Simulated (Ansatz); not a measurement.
The starting structures come from a database of crystals and need not be the phases stable at ambient conditions.

The decay constant κ of evanescent states in the gap governs leakage through a thin film.

Given:

```yaml
crystal:
  lattice:
    - [4.29816, 0.00000, 0.00000]
    - [2.14908, 9.99695, 0.07110]
    - [2.14908, 0.43570, 3.69673]
  atoms:
    - { symbol: Bi, position: [0.60509, 0.18472, 0.60509] }
    - { symbol: Bi, position: [0.39491, 0.81528, 0.39491] }
    - { symbol: Te, position: [0.21217, 0.36349, 0.21217] }
    - { symbol: Te, position: [0.78783, 0.63651, 0.78783] }
    - { symbol: Se, position: [0.00000, 0.00000, 0.00000] }
```

Space group of this cell: R-3m. The cell was relaxed by PBE-D3(BJ); by r2SCAN its mean pressure is 1.6 GPa.

Transport runs along the normal of the first two printed cell vectors, the (101) plane of the conventional cell.

The gap is the functional's own. No spin-orbit coupling. Mid-gap values are interpolated on the energy grid.

Question: State the band gap and the smallest decay constant κ at mid-gap according to r2SCAN (Ansatz, a quantum-chemistry and plane-wave program).

Answer: Gap 0.30 eV on a 8×8×8 mesh; κ = 0.046 1/Å, at the zone centre.
